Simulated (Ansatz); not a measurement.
The starting structures come from a database of crystals and need not be the phases stable at ambient conditions.

By LDA and PBEsol, the system below comes out a metal.

Consider the following.

```yaml
crystal:
  lattice:
    - [3.07005, 0.00000, 0.00000]
    - [0.00000, 4.67843, 0.00000]
    - [1.53503, 0.00000, 2.65874]
  atoms:
    - { symbol: W, position: [0.33333, 0.25367, 0.33333] }
    - { symbol: W, position: [0.66667, 0.74633, 0.66667] }
    - { symbol: C, position: [0.00000, 0.00000, 0.00000] }
```

Space group of this cell: P-3m1. The cell is taken as given; by PBEsol its mean pressure is -10.2 GPa.

The current runs along the normal of the first two printed vectors, the (100) plane. All runs by Ansatz (a quantum-chemistry and plane-wave program), plane waves and PAW, without spin-orbit coupling; the base is PBEsol.

| run | mean pressure (GPa) | G/A, both spins (10¹⁵ S/m²) |
|---|---|---|
| base | -10.2 | 0.93 |
| all lengths scaled by 0.98 | 11.6 | (withheld) |
| all lengths scaled by 1.02 | -26.5 | (withheld) |
| lda in place of pbesol | -15.5 | 0.92 |
| lengths along the current scaled by 0.97, ions clamped | 0.1 | (withheld) |

Q: Some entries are withheld; supply them.

A: 
- all lengths scaled by 0.98, G/A, both spins (10¹⁵ S/m²): 0.97
- all lengths scaled by 1.02, G/A, both spins (10¹⁵ S/m²): 0.89
- lengths along the current scaled by 0.97, ions clamped, G/A, both spins (10¹⁵ S/m²): 0.96
